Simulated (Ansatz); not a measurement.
The starting structures come from a database of crystals and need not be the phases stable at ambient conditions.

Inside the gap of an insulator the Bloch states are evanescent, with a wavenumber k + iκ along the transport direction.

Data:

```
CdHg2O6Se
1.0
    7.02288     0.00000     0.00000
    3.19019     6.62694     0.00000
   -2.81392    -0.93769     7.10016
Cd Hg Se O
2 4 2 12
Direct
  0.66610   0.86330   0.21220
  0.33390   0.13670   0.78780
  0.15550   0.35650   0.20940
  0.84450   0.64350   0.79060
  0.34250   0.64150   0.79200
  0.65750   0.35850   0.20800
  0.20250   0.86600   0.31300
  0.79750   0.13400   0.68700
  0.36360   0.79390   0.17020
  0.63640   0.20610   0.82980
  0.55030   0.80310   0.86190
  0.44970   0.19690   0.13810
  0.05810   0.07940   0.83050
  0.94190   0.92060   0.16950
  0.22140   0.07930   0.45520
  0.77860   0.92070   0.54480
  0.72190   0.32570   0.57010
  0.27810   0.67430   0.42990
  0.84710   0.52290   0.24350
  0.15290   0.47710   0.75650
```

Space group of this cell: P-1. The cell is taken as given; by PBEsol its mean pressure is -5.5 GPa.

Transport runs along the normal of the first two printed cell vectors.

The gap is the functional's own. No spin-orbit coupling. Mid-gap values are interpolated on the energy grid.

Problem. State the band gap and the smallest decay constant κ at mid-gap according to PBEsol (Ansatz, a program for electronic structure).

Solution. Gap 0.89 eV on a 6×6×4 mesh; κ = 0.240 1/Å, at the zone centre.
